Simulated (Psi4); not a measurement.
Psi4 1.11, WB97X/def2-svp: W(S)2(OSiH3)2 ([SiH3][O][W](=[S])(=[S])[O][SiH3]), 13 atoms. The geometry is a generated start, not checked to be a minimum at this level.

| Item | Value |
|---|---|
| task | energy |
| method | wb97x |
| basis | def2-svp |
| memory | 3 GB |
| maxiter | 100 |
| keys of the molecule block | symmetry c1 |
| scf_type | df (default) |
| e_convergence | 1e-06 (default) |
| d_convergence | 1e-06 (default) |
| dft_radial_points | 75 (default) |
| dft_spherical_points | 302 (default) |
| effective core potentials | those of the basis set, past Kr |
| basis functions | 162 |
| grid points | 279221 |

```xyz
13

W     -0.6021     0.9452     0.1027
S     -1.3810     2.9456    -0.3040
S     -1.2476     0.3831     2.1087
O      1.2482     0.9690     0.1382
Si     2.6556     0.8500     0.9646
H      2.5742     1.8377     2.0518
H      3.7100     1.1451    -0.0099
H      2.7467    -0.5394     1.4450
O     -1.2988    -0.3142    -1.0575
Si    -1.9801    -1.7775    -1.3101
H     -0.9479    -2.7779    -0.9822
H     -2.3318    -1.8155    -2.7310
H     -3.1454    -1.8513    -0.4163
```

Charge 0 and multiplicity 1 are set for this test and not shown to be the ground state.

With the defaults (damping_percentage = 0, diis = true, scf_initial_accelerator = adiis, diis_max_vecs = 10, guess = auto, which took SAD) it converges in 12 SCF iterations. One run each on 2 threads, with these changes:
- damping_percentage = 60
- damping_percentage = 60, diis = false, scf_initial_accelerator = none
- guess = modhuckel
- guess = gwh
- guess = sapgau
- guess = core
- scf_initial_accelerator = ediis
- diis_max_vecs = 20
- diis_max_vecs = 3

Task: Which runs fail or end elsewhere than the default run?

Result: No convergence: damping_percentage = 60; damping_percentage = 60, diis = false, scf_initial_accelerator = none (the run ends without SCF convergence in 100 iterations). The rest reach the solution of the defaults.

```
setting                                                                SCF iterations             end
---------------------------------------------------------------------  --------------  --------------
the defaults                                                                       12   same solution
diis_max_vecs = 20                                                                 12   same solution
scf_initial_accelerator = ediis                                                    12   same solution
guess = modhuckel                                                                  14   same solution
guess = sapgau                                                                     16   same solution
diis_max_vecs = 3                                                                  17   same solution
guess = core                                                                       17   same solution
guess = gwh                                                                        17   same solution
damping_percentage = 60                                                           100  no convergence
damping_percentage = 60, diis = false, scf_initial_accelerator = none             100  no convergence
```
